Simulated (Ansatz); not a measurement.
We consider rutile IrO2, described by PBEsol (Ansatz, a quantum-chemistry and plane-wave program, plane waves, PAW).

Run with plane-wave cutoff 500 eV, 10×8×1 k mesh (along the axes of the cell as run), Fermi–Dirac smearing 0.05 eV, scalar-relativistic PAW data made under PBE.

Estimate the surface energy of the (101) face and work function of the (101) face that the calculation returns.


* **surface energy of the (101) face**: 1.93 J/m²
* **work function of the (101) face**: 5.27 eV

The slab of 36 atoms is relaxed and unreconstructed.

Spin–orbit coupling is not included.

The computed numbers hold no vibrational or temperature effects.
